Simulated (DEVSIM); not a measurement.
System: Pt/AlN/n-Ge capacitor, at 250 K.

```
layer (left to right)  material  thickness (nm)  Nd (cm⁻³)
---------------------  --------  --------------  ---------
1                           AlN            2.40          -
2                            Ge            1300       2e17
```

Metal gate on the left, work function 5.6 eV. Fixed charge at the semiconductor interface 9.1e10 cm⁻² (in units of +e); no interface traps.

The device is made up for the run: typed textbook-type constants, with dimensions and the other settings drawn at random. Values at 300 K; Nc and Nv go as T^1.5, mobilities as T to minus their exponent, the gap by Varshni's rule with the affinity fixed.

```
parameter         AlN        Ge
----------------  ---  --------
gap (eV)          6.1     0.664
affinity (eV)     1.9         4
permittivity      8.5        16
Nc (cm⁻³)           -   1.04e19
Nv (cm⁻³)           -      6e18
Varshni α (eV/K)    -  0.000477
Varshni β (K)       -       235
```

DEVSIM, 1D Poisson equation in equilibrium, Boltzmann statistics, complete ionisation; no quantum confinement or tunnelling. Metal contacts follow the ideal Schottky-Mott rule: no Fermi-level pinning, no interface dipoles.

### Question
Tabulate band edges, carrier densities and field at 1.15 V on the gate.

### Answer
Energies count from the Fermi level of the right contact; mesh points crowd at the junctions.

```csv
x (μm),Ec (eV),Ev (eV),n (cm⁻³),p (cm⁻³),field (V/cm)
0.000,2.550,-3.550,< 1e2,< 1e2,-240000
0.0007600,2.532,-3.568,< 1e2,< 1e2,-240000
0.001520,2.514,-3.586,< 1e2,< 1e2,-240000
0.002280,2.496,-3.604,< 1e2,< 1e2,-240000
0.003685,0.379,-0.304,1.8e11,3.4e12,-110000
0.005892,0.355,-0.328,5.6e11,1.1e12,-110000
0.01009,0.312,-0.371,4.1e12,1.5e11,-98000
0.02187,0.212,-0.470,4.1e14,1.5e9,-71000
0.04047,0.118,-0.564,3.2e16,1.9e7,-31000
0.07587,0.081,-0.602,1.9e17,3300000,-1400
0.1432,0.079,-0.604,2.0e17,3100000,≈ 0
0.3321,0.079,-0.604,2.0e17,3100000,≈ 0
0.6305,0.079,-0.604,2.0e17,3100000,≈ 0
0.9373,0.079,-0.604,2.0e17,3100000,≈ 0
1.152,0.079,-0.604,2.0e17,3100000,≈ 0
1.224,0.079,-0.604,2.0e17,3100000,≈ 0
1.262,0.079,-0.604,2.0e17,3100000,≈ 0
1.282,0.079,-0.604,2.0e17,3100000,≈ 0
1.294,0.079,-0.604,2.0e17,3100000,≈ 0
1.299,0.079,-0.604,2.0e17,3100000,≈ 0
1.301,0.079,-0.604,2.0e17,3100000,≈ 0
1.302,0.079,-0.604,2.0e17,3100000,≈ 0
```
